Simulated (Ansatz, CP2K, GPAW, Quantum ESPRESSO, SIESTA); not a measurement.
## IrOs (P-6m2, 2 atoms in the cell) computed with different codes at matched settings

Self-consistent single point.

```yaml
crystal:
  lattice:
    - [2.80809, 0.00000, 0.00000]
    - [-1.40405, 2.43188, 0.00000]
    - [0.00000, 0.00000, 4.46336]
  atoms:
    - { symbol: Os, position: [0.33333, 0.66667, 0.00000] }
    - { symbol: Ir, position: [0.66667, 0.33333, 0.50000] }
```

Shared settings, as Ansatz (a program for electronic structure) writes them: kpoints.mp_grid.grid = 13 13 8; scf.occupations.method = fermi_dirac; scf.occupations.width = 0.1 eV. Potentials and cutoffs stand in the table.

```csv
code,model,pressure (GPa),cutoff
Ansatz,"LDA (PW92), PAW files made with PBE",-33.47,420 eV
GPAW,"LDA (Perdew-Wang 92), GPAW PAW datasets LDA (gpaw-data 1.0.1)",-35.57,550 eV
SIESTA,"LDA PW92, numerical atomic orbitals DZP, PseudoDojo LDA standard norm-conserving potentials (rewritten from UPF to PSML)",-35.77,grid 400 Ry
Quantum ESPRESSO,"LDA (PZ), GBRV 1.5 ultrasoft (LDA) pseudopotentials",-33.81,40 Ry
CP2K,"LDA (Pade form), GPW, DZVP-MOLOPT-SR-GTH basis, GTH-PADE potentials (GTH_POTENTIALS)",-50.58,grid 500 Ry
```

On Ansatz's run: spin-orbit coupling is off. Spin polarisation is off.

The spread over the programs that give each value: pressure within 17.11 GPa.

SIESTA and CP2K use small atom-centred bases, whose incompleteness enters pressures, forces and empty levels differently from a plane-wave cutoff. Ansatz's pressure is given at a fixed set of plane waves, as the other plane-wave codes print theirs; with its correction for the finite basis it is -33.41 GPa. The same LDA comes in different parametrisations, which differ slightly. In the pressure, GPAW (by 1.75), SIESTA (by 1.95) and CP2K (by 16.77) lie more than 1 GPa from the median of the plane-wave programs.

The starting cell comes from a database of computed structures (which also holds hypothetical and non-ambient phases and stackings), without a prior relaxation at this level. Its lattice was rescaled by a random factor within 2.5 % of one.

Left out of this page: ABINIT (with a known weakness of the program); Elk and FLEUR (not drawn, or without a comparable value).

Keys are those of Ansatz 0.2.
